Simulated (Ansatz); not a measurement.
The parent structure is InAs in the zinc blende structure (space group F-43m, No. 216; a = 6.1863 Å).

Modification: a hydrostatic pressure of 18 GPa.

Levels (all Ansatz, a program for electronic structure, PAW): PBE (420 eV, no spin-orbit coupling); r2SCAN (500 eV, no spin-orbit coupling); HSE06 (420 eV, no spin-orbit coupling); PBE+SOC (420 eV, with spin-orbit coupling).

One geometry, relaxed with PBE, under each level:

Notes on the quantities. hole mass: degenerate bands, along [100].

The valence-band top lists the three highest levels at Γ (Kramers pairs under SOC), from the VBM.

```tsv
level	band gap	lowest conduction level above the VBM at special points	valence-band top at Γ	electron mass	hole mass	pressure
PBE	0.58 eV	Γ 0.58 eV; X 1.26 eV; L 1.30 eV; U 2.01 eV	0.00, 0.00, 0.00 eV	0.038 mₑ (at Γ)	0.038, 0.32, 0.32 mₑ (at Γ)	179.9 kbar
r2SCAN	…	…	–	…	…	…
HSE06	1.42 eV	Γ 1.42 eV; X 1.83 eV; L 2.06 eV	–	–	–	–
PBE+SOC	0.46 eV	Γ 0.46 eV; X 1.15 eV; L 1.18 eV; U 1.89 eV	0.00, 0.00, -0.37 eV	0.035 mₑ (at Γ)	0.043, 0.30 mₑ (at Γ)	179.1 kbar
```

**Question.** Give the withheld r2SCAN results.

**Answer.** 
- r2SCAN, band gap: 1.08 eV
- r2SCAN, lowest conduction level above the VBM at special points: Γ 1.08 eV; X 1.56 eV; L 1.71 eV; U 2.33 eV
- r2SCAN, electron mass: 0.063 mₑ (at Γ)
- r2SCAN, hole mass: 0.063, 0.32, 0.32 mₑ (at Γ)
- r2SCAN, pressure: 160.6 kbar

Single points use the geometry relaxed with PBE. Their cutoffs differ, which shifts pressures a little. The spin-orbit shifts are approximate. Load acts through the strain it causes; cell and atoms are relaxed under it. Masses are band curvatures over ±0.01 Å⁻¹ around the edge. No phonon test of stability was made. The runs without spin-orbit coupling are not spin-polarised. Measured, InAs leaves this structure (for rock salt) near 7 GPa (temperature not stated; as listed in Datta, Sujoy, Jana, Debnarayan, arXiv (2020)). The zero or small gap of InAs can change with the level of theory.
